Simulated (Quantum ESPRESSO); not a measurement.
## What a tighter setting buys: ecutwfc, ZnCu (Pm-3m, 2 atoms in the cell)

```
ZnCu
1.0
    2.85630     0.00000     0.00000
    0.00000     2.85630     0.00000
    0.00000     0.00000     2.85630
Zn Cu
1 1
Direct
  0.50000   0.50000   0.50000
  0.00000   0.00000   0.00000
```

Level of theory: PBE, SSSP 1.1.2 efficiency (PBE) pseudopotentials (plane waves; Quantum ESPRESSO).

Base settings: ecutwfc = 50 Ry; ecutrho = 400 Ry; occupations = smearing; smearing = fd; degauss = 0.0073499 Ry; potentials = {Zn: Zn_pbe_v1.uspp.F.UPF, Cu: Cu_pbe_v1.2.uspp.F.UPF}; K_POINTS = automatic 11 11 11 0 0 0; conv_thr = 1e-11 Ry.

Misses are taken against the tightest run, 100 Ry (ecutrho: 400 Ry → 800 Ry), which need not be fully converged itself. The energy is the free energy per atom.

The count of work is k-points × plane waves × bands × iterations; it is no time, and leaves out set-up, grids and terms that scale otherwise. Core times come from one kind of shared machine and are given to one figure; runs under 30 s give none.

The starting cell comes from a database of computed structures (which also holds hypothetical and non-ambient phases and stackings), without a prior relaxation at this level. Its lattice was rescaled by a random factor within 2.5 % of one. Spin polarisation is off. In the base run, with a pressure of about 16 GPa the cell is away from its equilibrium volume at this level.

The runs (ecutwfc): 20 Ry (ecutrho: 400 Ry → 160 Ry) | 25 Ry (ecutrho: 400 Ry → 200 Ry) | 30 Ry (ecutrho: 400 Ry → 240 Ry) | 35 Ry (ecutrho: 400 Ry → 280 Ry) | 40 Ry (ecutrho: 400 Ry → 320 Ry) | 45 Ry (ecutrho: 400 Ry → 360 Ry) | 50 Ry | 57 Ry (ecutrho: 400 Ry → 456 Ry) | 65 Ry (ecutrho: 400 Ry → 520 Ry) | 75 Ry (ecutrho: 400 Ry → 600 Ry) | 88 Ry (ecutrho: 400 Ry → 704 Ry) | 100 Ry (ecutrho: 400 Ry → 800 Ry).

Task: Which is the coarsest setting among those run that, with all tighter ones, holds the energy within 5 meV/atom of the reference, and what does it save?

Result: 88 Ry (ecutrho: 400 Ry → 704 Ry), off by 1.3 meV/atom; its saving against the reference is no more than about a factor of 2 in the count of work.

Task: What does the step from 20 Ry (ecutrho: 400 Ry → 160 Ry) to 40 Ry (ecutrho: 400 Ry → 320 Ry) buy?

Result: It takes the miss in the energy from 39000 to 53 meV/atom, for 4.0 times the count of work.

```csv
ecutwfc,energy less reference (meV/atom),pressure less reference (GPa),count of work / reference,core time / reference (rough)
20 Ry (ecutrho: 400 Ry → 160 Ry),38595.58,-2467.09,0.064,–
25 Ry (ecutrho: 400 Ry → 200 Ry),6423.95,-539.97,0.11,–
30 Ry (ecutrho: 400 Ry → 240 Ry),911.27,-105.00,0.15,–
35 Ry (ecutrho: 400 Ry → 280 Ry),110.40,-12.32,0.19,–
40 Ry (ecutrho: 400 Ry → 320 Ry),52.58,0.03,0.26,–
45 Ry (ecutrho: 400 Ry → 360 Ry),46.22,-0.92,0.32,0.4
50 Ry,31.60,-1.11,0.38,0.4
57 Ry (ecutrho: 400 Ry → 456 Ry),21.19,-0.08,0.42,0.5
65 Ry (ecutrho: 400 Ry → 520 Ry),19.30,-0.13,0.53,0.6
75 Ry (ecutrho: 400 Ry → 600 Ry),10.15,-0.61,0.66,0.7
88 Ry (ecutrho: 400 Ry → 704 Ry),1.33,-0.02,0.83,0.9
100 Ry (ecutrho: 400 Ry → 800 Ry),0.00,0.00,1.0,1
```
